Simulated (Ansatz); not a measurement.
SrTaNO2 (Pmc2₁, No. 26, 10 atoms in the cell; start mp-1101327) was calculated with PBEsol (plane waves, PAW; Ansatz, a quantum-chemistry and plane-wave program).

Numerical settings: plane-wave cutoff 520 eV, 8×6×6 k mesh (along the axes of the cell as run), Fermi–Dirac smearing 0.01 eV, scalar-relativistic PAW data made under PBE.

Cell (relaxed with PBEsol):

```cif
data_N2O4Sr2Ta2
_chemical_formula_sum 'Sr2 Ta2 N2 O4'
_space_group_name_H-M_alt 'Pmc21'
_space_group_IT_number 26
_space_group_name_Hall 'P 2c -2'
_cell_length_a 3.96665
_cell_length_b 5.74182
_cell_length_c 5.74032
_cell_angle_alpha 90.000
_cell_angle_beta 90.000
_cell_angle_gamma 90.000
loop_
_atom_site_label
_atom_site_type_symbol
_atom_site_symmetry_multiplicity
_atom_site_Wyckoff_symbol
_atom_site_fract_x
_atom_site_fract_y
_atom_site_fract_z
_atom_site_occupancy
Sr1 Sr 2 b 0.50000 0.24038 0.01947 1
Ta1 Ta 2 a 0.00000 0.73654 0.01548 1
N1 N 2 a 0.00000 0.51591 0.26313 1
O1 O 2 b 0.50000 0.22680 0.48762 1
O2 O 2 a 0.00000 0.02424 0.21436 1
```

### Question
Predict the band gap and smallest direct gap on the k points sampled.

### Answer

- band gap: 1.11 eV
- smallest direct gap on the k points sampled: 1.17 eV

Spin–orbit coupling is not included.

Static lattice: no zero-point or thermal effects.

A start named mp-… is a Materials Project structure, which need not be a measured phase.
